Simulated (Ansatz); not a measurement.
Model: Si(111) 1x1 surface, 6 top atoms, 3 bilayers, bottom bilayer H-capped and fixed, every top atom capped by Cl; cell 11.5 x 6.6 Å; about 7 Å thick over the host's atoms, 18 atoms held. Method: PBE-D3(BJ) (plane waves to 420 eV, PAW; Ansatz, a quantum-chemistry and plane-wave program). k mesh 1 x 2 x 1. The slab states were run without spin polarisation. Results hold for this slab, coverage and mesh. All energies are electronic energies at 0 K, without vibrations. Each state was relaxed from one prepared geometry.

One GeH4 a cell is brought to Si(111):Cl. Relaxed result near the molecule:

```
atom    x (Å)  y (Å)   z (Å)
------  -----  -----  ------
Cl(30)  3.837  0.028  11.584
Cl(31)  5.755  3.356  11.581
Ge(a0)  3.581  2.421  15.222
H(a1)   4.031  2.226  13.770
H(a2)   4.020  1.212  16.061
H(a3)   2.052  2.549  15.271
H(a4)   4.217  3.698  15.790
```

### Question
What is the adsorption energy against the free GeH4 and the slab before, and how much of it is dispersion?

### Answer
-0.13 eV (negative: bound); the D3 term gives -0.14 eV of it. Its closest contacts to the rest of the cell: H(a1)...Cl(31) 3.01 Å, H(a1)...Cl(30) 3.11 Å, H(a1)...Cl(15) 3.24 Å.
